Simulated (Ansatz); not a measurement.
## Sr3SbN: pressure series

Consider Sr₃SbN in the anti-perovskite structure (space group Pm-3m, No. 221; a = 5.1863 Å; a cell from a computed database, its experimental status unchecked).

Cell and atoms are relaxed at each pressure.

Computed with r2SCAN (Ansatz, an electronic-structure program), no SOC, earlier PAW set.

```tsv
P (GPa)	V (Å³/atom)
-2.02	29.157
-1.00	28.484
0.90	27.418
2.10	26.840
4.51	25.841
9.00	24.369
15.00	22.889
```

### Question
Fit a third-order Birch–Murnaghan equation of state.

### Answer
Least squares on P(V) = (3B₀/2)[(V₀/V)^(7/3) − (V₀/V)^(5/3)]·[1 + (3/4)(B₀′ − 4)((V₀/V)^(2/3) − 1)] gives V₀ = 27.90 Å³/atom, B₀ = 50 GPa and B₀′ = 4.1.

Between the base and pressure 4.5 GPa the gap moves from 0.57 eV to 0.40 eV, a mean slope of -38 meV/GPa.

With Sb present, leaving out spin-orbit coupling can change the band edges. Load acts through the strain it causes; cell and atoms are relaxed under it. No phonon test of stability was made. No other phases were tried under pressure.
